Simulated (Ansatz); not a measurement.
Base system: SnSe$_{2}$ in the CdI2 type structure (space group P-3m1, No. 164; layered, stacked along the Cartesian z axis).

```xyz
3
Lattice="3.8403 0.0000 0.0000 -1.9201 3.3258 0.0000 0.0000 0.0000 6.0057" Properties=species:S:1:pos:R:3 pbc="T T T"
Sn     0.0000     0.0000     0.0000
Se     0.0000     2.2172     1.5935
Se     1.9201     1.1086     4.4122
```

Method: Ansatz (a program for electronic structure), PBE-D3(BJ), PAW, cutoff 420 eV, no SOC.

Base values:

The band gap is 0.36 eV and the c/a ratio is 1.564. The lattice parameter a comes out as 3.840 Å.

The change: every Se is replaced by S, then cell and atoms are relaxed.

What does the calculation give for the band gap, c/a ratio and lattice parameter a after the change?

The band gap rises by 0.91 eV, from 0.36 eV to 1.27 eV; the c/a ratio rises by 0.018 (1.564 → 1.582); the lattice parameter a decreases by 0.171 Å, from 3.840 Å to 3.669 Å.

No phonon test of stability was made.
